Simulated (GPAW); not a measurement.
GPAW run on ZrTi (P1, 2 atoms in the cell): self-consistent single point.

Level of theory: LDA (Perdew-Wang 92), GPAW PAW datasets LDA (gpaw-data 1.0.1) (plane waves; GPAW).

The change in words: lattice scaled by 0.98. Reference geometry:
```
CELL_PARAMETERS angstrom
      3.11193     0.00000     0.00000
      0.00000     3.11193     0.00000
      0.00000     0.00000     4.19777
ATOMIC_POSITIONS crystal
  Zr 0.50218 0.50043 0.51664
  Ti 0.99782 0.99957 0.98336
```

Reference input (self-consistent single point, DFT LDA (Perdew-Wang 92), plane waves, GPAW PAW datasets LDA (gpaw-data 1.0.1)): mode = pw; ecut = 800 eV; xc = LDA; kpts = 8 8 6; mesh shift (steps) = 0 0 0; occupations.name = methfessel-paxton; occupations.width = 0.1 eV; occupations.order = 0; nbands = -10; convergence.density = 1e-05 e/electron; symmetry.symmorphic = false; symmetry.tolerance = 0.0005. This run's input differs from it in these lines:

```diff
@@ -5,7 +5,7 @@
 atoms = Atoms(['Zr', 'Ti'],
-              cell=[[3.111930, 0.000000, 0.000000],
-                    [0.000000, 3.111930, 0.000000],
-                    [0.000000, 0.000000, 4.197770]],
-              positions=[[1.562749, 1.557312, 2.168736],
-                         [-0.006784, -0.001347, -0.069851]],
+              cell=[[3.049691, 0.000000, 0.000000],
+                    [0.000000, 3.049691, 0.000000],
+                    [0.000000, 0.000000, 4.113815]],
+              positions=[[1.531494, 1.526166, 2.125361],
+                         [-0.006648, -0.001321, -0.068454]],
               pbc=True)
```

Log, with long lists cut:

```
     iter     time        total  log10-change:
                         energy   eigst   dens
iter:   1 --:--:--   -15.838706
iter:   2 --:--:--   -15.765486   -0.73  -1.41
iter:   3 --:--:--   -15.589669   -1.73  -1.45
iter:   4 --:--:--   -15.527036   -2.21  -1.61
iter:   5 --:--:--   -15.508186   -1.69  -1.74
iter:   6 --:--:--   -15.521685   -2.40  -2.06
iter:   7 --:--:--   -15.502784   -2.87  -2.18
iter:   8 --:--:--   -15.501150   -2.71  -2.45
iter:   9 --:--:--   -15.498300c  -3.92  -2.57
iter:  10 --:--:--   -15.498276c  -5.15  -3.18
iter:  11 --:--:--   -15.498207c  -4.91  -3.22
iter:  12 --:--:--   -15.498201c  -5.95  -3.63
iter:  13 --:--:--   -15.498200c  -6.68  -3.74
iter:  14 --:--:--   -15.498192c  -6.08  -3.77
iter:  15 --:--:--   -15.498189c  -6.20  -3.85
iter:  16 --:--:--   -15.498190c  -7.59c -4.29
iter:  17 --:--:--   -15.498191c  -8.17c -4.31
iter:  18 --:--:--   -15.498193c  -7.15  -4.35
iter:  19 --:--:--   -15.498194c  -7.50c -4.56
iter:  20 --:--:--   -15.498193c  -8.42c -4.59
iter:  21 --:--:--   -15.498193c  -8.16c -4.69
iter:  22 --:--:--   -15.498194c  -7.81c -4.78
iter:  23 --:--:--   -15.498193c  -8.46c -5.11c
Converged after 23 iterations.

Dipole moment: (0.127589, 0.025355, 1.536162) |e|*Ang

Energy contributions relative to reference atoms: (reference = -120960.511755)

Kinetic:         +9.807760
Potential:       -8.740966
External:        +0.000000
XC:             -16.938502
Entropy (-ST):   -0.013962
Local:           +0.380497
SIC:             +0.000000
--------------------------
Free energy:    -15.505174
Extrapolated:   -15.498193

Showing only first 2 kpts
 Kpt  Band  Eigenvalues  Occupancy
  0    10      7.02655    2.00000
  0    11     10.03618    0.00000
  0    12     10.03690    0.00000
  0    13     10.51983    0.00000

  1    10      7.18517    2.00000
  1    11     10.17621    0.00000
  1    12     10.17866    0.00000
  1    13     10.20704    0.00000

Fermi level: 9.34263

No gap
No difference between direct/indirect transitions
Energy (eV): -15.498193

Forces in eV/Ang:
  0 Zr   -0.04106   -0.00815   -0.72545
  1 Ti    0.04099    0.00814    0.72575

Stress tensor:
     0.006338    -0.000017     0.000001
    -0.000017     0.006346     0.000001
     0.000001     0.000001     0.010914
Stress (GPa, Voigt): [ 1.0154e+00  1.0167e+00  1.7486e+00  1.0000e-04  2.0000e-04 -2.7000e-03]
```

The run converged in 23 iterations. GPAW prints stress with tension positive. Against the reference run the free energy drops by 30.4 meV/atom, the pressure goes from -6.98 to -1.26 GPa and the largest force goes from 0.540 to 0.727 eV/Å.

The starting cell comes from a database of computed structures (which also holds hypothetical and non-ambient phases and stackings), without a prior relaxation at this level. Its atoms were displaced at random from the sites of space group no. 123. For this run, on top of that: lattice scaled by 0.98. Spin polarisation is off.

Cost on one core of a shared machine: roughly 6 min.
